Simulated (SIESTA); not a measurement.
SIESTA run on YMg₆Al (Amm2, 8 atoms in the cell): self-consistent single point.

Method of the run: GGA PBEsol, numerical atomic orbitals DZP, PseudoDojo PBEsol standard norm-conserving potentials (rewritten from UPF to PSML) (SIESTA).

```
CELL_PARAMETERS angstrom
      5.01794     0.00000     0.00000
      0.00000     3.29184     5.66129
      0.00000    -3.29184     5.66129
ATOMIC_POSITIONS crystal
  Y  0.00000 0.67401 0.67401
  Mg 0.50000 0.32292 0.83828
  Mg 0.50000 0.83828 0.32292
  Mg 0.50000 0.33255 0.33255
  Mg 0.00000 0.16159 0.67523
  Mg 0.00000 0.67523 0.16159
  Mg 0.00000 0.16450 0.16450
  Al 0.50000 0.83091 0.83091
```

Reference input (self-consistent single point, DFT, GGA PBEsol, numerical atomic orbitals DZP, PseudoDojo PBEsol standard norm-conserving potentials (rewritten from UPF to PSML)): XC.functional = GGA; XC.authors = PBEsol; potentials = PseudoDojo PBEsol standard; PAO.BasisSize = DZP; PAO.EnergyShift = 0.005 Ry; MeshCutoff = 350 Ry; kgrid.MonkhorstPack = 4 3 3; OccupationFunction = MP; OccupationMPOrder = 0; ElectronicTemperature = 0.1 eV; MaxSCFIterations = 150; SCF.Mixer.Method = Pulay. This run's input differs from it in these lines:

```diff
@@ -35,5 +35,5 @@
 %block kgrid.MonkhorstPack
-    4   0   0  0.0
-    0   3   0  0.0
-    0   0   3  0.0
+    6   0   0  0.0
+    0   6   0  0.0
+    0   0   6  0.0
 %endblock kgrid.MonkhorstPack
```

The program printed (abridged):

```
        iscf     Eharris(eV)        E_KS(eV)     FreeEng(eV)     dDmax    Ef(eV) dHmax(eV)
   scf:    1   -10819.409858   -10849.276418   -10849.304556  1.532874 -4.121918  5.862574
   scf:    2   -10851.507904   -10851.245286   -10851.265605  0.303804 -3.935705  2.129830
   scf:    3   -10851.452089   -10851.386283   -10851.409520  0.085402 -3.975702  1.672682
   scf:    4   -10851.471908   -10851.433942   -10851.456643  0.039378 -3.988313  0.636181
   scf:    5   -10851.446391   -10851.441240   -10851.463321  0.022861 -4.003054  0.123406
   [... 4 lines left out ...]
   scf:   10   -10851.441998   -10851.442000   -10851.464252  0.000169 -4.005714  0.000402
   scf:   11   -10851.442001   -10851.442000   -10851.464252  0.000026 -4.005731  0.000184
   scf:   12   -10851.442001   -10851.442000   -10851.464252  0.000011 -4.005742  0.000050
   scf:   13   -10851.442000   -10851.442000   -10851.464252  0.000002 -4.005745  0.000030
SCF Convergence by DM+H criterion
max |DM_out - DM_in|         :     0.0000023951
max |H_out - H_in|      (eV) :     0.0000300793
SCF cycle converged after 13 iterations

Using DM_out to compute the final energy and forces

siesta: E_KS(eV) =           -10851.4420

siesta: E_KS - E_eggbox =    -10851.4420

siesta: Atomic forces (eV/Ang):
     1   -0.000000   -0.000000   -0.019156
     2    0.000000    0.111715   -0.000887
     3    0.000000   -0.111715   -0.000887
     4    0.000000   -0.000000    0.040613
     5    0.000000    0.034450    0.012458
     6   -0.000000   -0.034450    0.012458
     7    0.000000   -0.000000    0.105126
     8   -0.000000   -0.000000   -0.118819
   Tot    0.000000    0.000000    0.030907
   Max    0.118819
   Res    0.047798    sqrt( Sum f_i^2 / 3N )
   Max    0.118819    constrained

   [... lines left out ...]
siesta: FreeEng =    -10851.464252
   [... lines left out ...]
siesta:    -0.007454   -0.000000    0.000000
siesta:    -0.000000   -0.005485    0.000000
siesta:     0.000000    0.000000   -0.006577

siesta: Cell volume =        187.029436 Ang**3

siesta: Pressure (static):
siesta:                Solid            Molecule  Units
siesta:           0.00007085          0.00009957  Ry/Bohr**3
siesta:           0.00650532          0.00914208  eV/Ang**3
siesta:          10.42266822         14.64722163  kBar
```

The run converged in 13 iterations. Against the reference run the free energy falls by 12.3 meV/atom, the pressure stays near 1.04 GPa while the yy stress (positive for compression) goes from 1.30 to 0.88 GPa and the largest force goes from 0.130 to 0.119 eV/Å.

The starting cell comes from a database of computed structures (which also holds hypothetical and non-ambient phases and stackings), without a prior relaxation at this level. Values carry the incompleteness of an atom-centred basis.

Cost on one core of a shared machine: roughly 40 s.
